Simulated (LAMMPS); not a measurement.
Size effects in liquid Al (fcc) at 1030 K and zero pressure.

Model: classical MD, pair style eam/fs, file Al_mm.eam.fs (LAMMPS).

```
atoms                    volume  first peak of g(r)                        D(Al)  rough cost (core-seconds per simulated ps)
-----  ------------------------  ------------------  ---------------------------  ------------------------------------------
108      18.860 ± 0.008 Å³/atom  2.78 Å, height 2.6    (5.9 ± 0.5) × 10^-5 cm²/s                                        0.14
256      18.893 ± 0.006 Å³/atom  2.81 Å, height 2.6    (6.0 ± 0.4) × 10^-5 cm²/s                                        0.25
4000   18.8981 ± 0.0009 Å³/atom  2.79 Å, height 2.6  (7.03 ± 0.09) × 10^-5 cm²/s                                         2.5
16384    18.897 ± 0.002 Å³/atom  2.79 Å, height 2.6  (7.58 ± 0.08) × 10^-5 cm²/s                                          19
```

Periodic images slow diffusion in small cells, by a term that falls as 1/L. Costs are rough.

Errors of D are the spread over four groups of atoms in one short run; a floor of about 5 %, a picked value, is safer.

The ± values are statistical; the model's systematic error is not in them.
